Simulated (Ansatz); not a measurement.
Several settings converged on AlFe₃ (P4mm, 4 atoms in the cell)

```xyz
4
Lattice="3.6211 0.0000 0.0000 0.0000 3.6211 0.0000 0.0000 0.0000 3.6211" Properties=species:S:1:pos:R:3 pbc="T T T"
Al     0.0000     0.0000     0.0500
Fe     0.0000     1.8105     1.8105
Fe     1.8105     0.0000     1.8105
Fe     1.8105     1.8105     0.0000
```
Moments meant for the start (each program seeds them in its own way; μB, in the order of the atoms Al Fe Fe Fe): 0.0 4.0 4.0 4.0.

Base method: PBEsol, default PAW files made with PBE (plane waves; Ansatz, a quantum-chemistry and plane-wave program).

Base settings: basis.ecutwfc = 30.9 Ry; kpoints.mp_grid.grid = 9 9 9; hamiltonian.xc = pbesol; hamiltonian.pseudopotentials = {kind: paw} (the program's default PAW files); magnetization.spin_polarized = true; scf.occupations.method = fermi_dirac; scf.occupations.width = 0.0073 Ry.

The count of work is k-points × plane waves × bands × iterations; it is no time. 

**The k-point mesh**

Only quantities that move along the ladder and can be compared are tabulated.

| kpoints.mp_grid.grid | free energy less the last step's (meV/atom) | pressure (GPa) | largest difference of a force vector from the last step's (eV/Å) | net moment (μB/atom) | count of work / last |
|---|---|---|---|---|---|
| 2 2 2 | 88.34 | -1.62 | 0.031 | 1.704 | 0.027 |
| 3 3 3 | 26.95 | -7.23 | 0.020 | 1.444 | 0.029 |
| 4 4 4 | -3.92 | -4.10 | 0.002 | 1.643 | 0.086 |
| 6 6 6 | 0.07 | -3.51 | 0.000 | 1.669 | 0.19 |
| 8 8 8 | 0.18 | -3.41 | 0.000 | 1.676 | 0.33 |
| 9 9 9 | -0.06 | -3.37 | 0.000 | 1.678 | 0.33 |
| 11 11 11 | 0.01 | -3.39 | 0.000 | 1.678 | 0.60 |
| 13 13 13 | 0.00 | -3.39 | 0.000 | 1.678 | 1.0 |

Coarsest kpoints.mp_grid.grid that holds the net moment within 0.02 μB/atom of the last step, with all finer ones: 6 6 6, at 0.19 of the last step's count of work; the step before is off by 0.035 μB/atom.

Coarsest kpoints.mp_grid.grid that holds the forces within 0.01 eV/Å of the last step, with all finer ones: 4 4 4, at 0.086 of the last step's count of work; the step before is off by 0.020 eV/Å.

Coarsest kpoints.mp_grid.grid that holds the free energy within 2 meV/atom of the last step, with all finer ones: 6 6 6, at 0.19 of the last step's count of work; the step before is off by 3.9 meV/atom.

**The k-point mesh at a smearing width of 0.02 eV**

In this ladder: scf.occupations.width = 0.0015 Ry.

Only quantities that move along the ladder and can be compared are tabulated.

The magnetic state is not the same in all runs (site moments differ, or a search went on to a lower state), so steps between rows are not convergence errors alone.

```csv
kpoints.mp_grid.grid,free energy less the last step's (meV/atom),pressure (GPa),largest difference of a force vector from the last step's (eV/Å),net moment (μB/atom),count of work / last
3 3 3,31.69,-9.52,0.021,1.324,0.012
5 5 5,3.94,-4.54,0.007,1.632,0.033
7 7 7,-0.35,-2.98,0.001,1.707,0.073
10 10 10,0.57,-3.01,0.001,1.702,0.25
15 15 15,0.05,-2.88,0.000,1.708,0.52
18 18 18,0.00,-2.84,0.000,1.710,1.0
```

Coarsest kpoints.mp_grid.grid that holds the pressure within 1 GPa of the last step, with all finer ones: 7 7 7, at 0.073 of the last step's count of work; the step before is off by 1.7 GPa.

Coarsest kpoints.mp_grid.grid that holds the forces within 0.01 eV/Å of the last step, with all finer ones: 5 5 5, at 0.033 of the last step's count of work; the step before is off by 0.021 eV/Å.

Coarsest kpoints.mp_grid.grid that holds the free energy within 1 meV/atom of the last step, with all finer ones: 7 7 7, at 0.073 of the last step's count of work; the step before is off by 3.9 meV/atom.

**The k-point mesh at a smearing width of 0.3 eV**

In this ladder: scf.occupations.width = 0.022 Ry.

Only quantities that move along the ladder and can be compared are tabulated.

At this width the smearing has changed the magnetic state: the net moment ends at 1.46 against 1.68 μB/atom in the base run.

```tsv
kpoints.mp_grid.grid	free energy less the last step's (meV/atom)	pressure (GPa)	largest difference of a force vector from the last step's (eV/Å)	net moment (μB/atom)	count of work / last
3 3 3	11.14	-6.04	0.014	1.376	0.022
5 5 5	0.54	-5.04	0.001	1.458	0.062
7 7 7	-0.05	-5.07	0.000	1.456	0.15
10 10 10	0.00	-5.08	0.000	1.455	0.50
15 15 15	0.00	-5.08	0.000	1.455	1.0
```

Coarsest kpoints.mp_grid.grid that holds the forces within 0.01 eV/Å of the last step, with all finer ones: 5 5 5, at 0.062 of the last step's count of work; the step before is off by 0.014 eV/Å.

Coarsest kpoints.mp_grid.grid that holds the free energy within 5 meV/atom of the last step, with all finer ones: 5 5 5, at 0.062 of the last step's count of work; the step before is off by 11 meV/atom.

Coarsest kpoints.mp_grid.grid that holds the pressure within 0.2 GPa of the last step, with all finer ones: 5 5 5, at 0.062 of the last step's count of work; the step before is off by 0.96 GPa.

On the base run: the starting cell comes from a database of computed structures (which also holds hypothetical and non-ambient phases and stackings), without a prior relaxation at this level. Its lattice was rescaled by up to half a per cent. One atom was moved a little off its site on purpose. The magnetic order is the one reached from the typed start; others were not searched systematically. In the base run, with a pressure of about -3 GPa the cell is away from its equilibrium volume at this level. Ansatz's pressure includes its estimate of the finite-basis (Pulay) stress.

Keys are those of Ansatz 0.2.
